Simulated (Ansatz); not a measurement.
Input and output of a relaxation of the atoms for ZrV₂Ga₄ (I4mm, 7 atoms in the cell) (Ansatz, a first-principles code).

Level of theory: LDA (PW92), default PAW files made with PBE (plane waves; Ansatz).

The change in words: one atom moved by 0.15 angstrom; relax: default → atoms; relax.f_tol: default → 0.02 eV/Å. Reference geometry:
```
Zr(VGa2)2
1.0
   -3.20125     3.20125     2.56844
    3.20125    -3.20125     2.56844
    3.20125     3.20125    -2.56844
Zr V Ga
1 2 4
Direct
  0.00000   0.00000   0.00000
  0.75000   0.25000   0.50000
  0.25000   0.75000   0.50000
  0.30306   0.30306   0.60612
  0.69694   0.69694   0.39388
  0.30306   0.69694   0.00000
  0.69694   0.30306   0.00000
```

Reference input (self-consistent single point, DFT, LDA (PW92), plane waves, default PAW files made with PBE): basis.ecutwfc = 420 eV; kpoints.mp_grid.grid = 6 6 6; hamiltonian.xc = lda; hamiltonian.pseudopotentials = {kind: paw} (the program's default PAW files); scf.occupations.method = fermi_dirac; scf.occupations.width = 0.1 eV. This run's input differs from it in these lines:

```diff
@@ -7,3 +7,3 @@
   atoms:
-    - { symbol: Zr, position_ang: [0.000000, 0.000000, 0.000000] }
+    - { symbol: Zr, position_ang: [0.000000, -0.000000, 0.150002] }
     - { symbol: V, position_ang: [-0.000000, 3.201248, 1.284221] }
@@ -23,2 +23,4 @@
   occupations: { method: fermi_dirac, width: 0.1 }
+relax:
+  f_tol: 0.02
 output:
```

Log, with long lists cut:

```
   [... SCF lines of the steps left out ...]
relax step   1: F+E_penalty+E_count = -24629.50694426 eV  Δ(F+E_penalty+E_count) = +0.000e0 eV  max|allowed force component| = 7.816e-1 eV/Å  Δτ_max = 0.0000 Å  (6 SCF iters, dr2 threshold 1.00e-5 eV, accepted)
relax step   2: F+E_penalty+E_count = -24629.54613080 eV  Δ(F+E_penalty+E_count) = -3.919e-2 eV  max|allowed force component| = 4.174e-1 eV/Å  Δτ_max = 0.1950 Å  (6 SCF iters, dr2 threshold 3.82e-5 eV, accepted)
relax step   3: F+E_penalty+E_count = -24629.56544978 eV  Δ(F+E_penalty+E_count) = -1.932e-2 eV  max|allowed force component| = 9.159e-3 eV/Å  Δτ_max = 0.0647 Å  (6 SCF iters, dr2 threshold 1.09e-5 eV, accepted)
relax step   4: F+E_penalty+E_count = -24629.56544987 eV  Δ(F+E_penalty+E_count) = -8.984e-8 eV  max|allowed force component| = 9.122e-3 eV/Å  Δτ_max = 0.0000 Å  (6 SCF iters, accepted)
the relaxation is at rest under the 8 symmetry operations that the run kept from its start: a minimum is not shown …
Free energy (F): -24629.565450 eV
Internal energy: -24629.468740 eV  (E = F + TS)
E sigma→0 (E₀):  -24629.517095 eV
Entropy (-TS):   -0.096710 eV (-13.816 meV/atom)
Fermi energy:    14.463954 eV
--- Forces (eV/Å), atoms counted from 1 ---
  atom   1  Zr    -0.00000000     0.00000000     0.00912164
  atom   2  V      0.00000000    -0.00000000     0.00132770
  atom   3  V     -0.00000000    -0.00000000     0.00132770
  atom   4  Ga     0.00760462     0.00760462    -0.00294413
  atom   5  Ga    -0.00760462    -0.00760462    -0.00294413
   [... lines left out ...]
    - { symbol: V, position: [0.2541263996602895, 0.7541263996602894, 0.5] }
    - { symbol: Ga, position: [0.3067014231642707, 0.3067014231642707, 0.6048429516873588] }
    - { symbol: Ga, position: [0.7018584714769117, 0.7018584714769117, 0.3951570483126412] }
    - { symbol: Ga, position: [0.3067014231642705, 0.7018584714769117, 0.0] }
    - { symbol: Ga, position: [0.7018584714769117, 0.3067014231642705, 0.0] }
```

The run converged.  The full log also holds: “iter 5 did not close the SCF: its close was put off for the readings that it lacked (scf_convergence_deferred on its scf_iter line)”. The full log also holds: “iter 2 did not close the SCF: its close was put off for the readings that it lacked (scf_convergence_deferred on its scf_iter line)”.

Summary of the result:
- Free energy E − TS (on the zero of these files): -24629.5654 eV
- Fermi level (on the code's own zero): 14.46 eV
- Pressure: -4.73 GPa
- Largest force (vector length): 0.011 eV/Å
- Relaxation steps: 4

The starting cell comes from a database of computed structures (which also holds hypothetical and non-ambient phases and stackings), without a prior relaxation at this level. Its lattice was rescaled by up to half a per cent. For this run, on top of that: one atom moved by 0.15 angstrom. Spin polarisation is off. The relaxation keeps the symmetry of its start, so its end need not be a minimum. Ansatz's pressure includes its estimate of the finite-basis (Pulay) stress.

Cost on one core of a shared machine: roughly 70 s.

Keys are those of Ansatz 0.2.
